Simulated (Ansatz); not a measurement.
Base system: W in the bcc (W type) structure (space group Im-3m, No. 229; a = 3.169 Å; relaxed with 0.1 eV smearing). Axes: x, y, z lie along the cube axes.

Method: r2SCAN (Ansatz, a first-principles code; PAW; 500 eV plane waves; scalar-relativistic without spin-orbit coupling).

Before the change:

```
Property                         Value
-----------------------------  -------
Shortest interatomic distance  2.744 Å
Pressure                       0.0 GPa
```

One thing is altered: the cell is compressed by 0.73 % along x with no lateral relaxation, atoms relaxed at fixed cell.

**Question.** How does this affect the shortest interatomic distance?

**Answer.** The shortest interatomic distance falls by 0.0067 Å (2.744 Å → 2.738 Å).

**Question.** What happens to the energy relative to the base?

**Answer.** The energy grows by 1.5 meV/atom.

**Question.** What happens to the pressure?

**Answer.** The pressure (mean of the normal stresses, compression positive) goes from zero to 2.4 GPa.

The cells carry an imposed strain or load. Stability against distortions was not tested. The final runs are not spin-polarised.
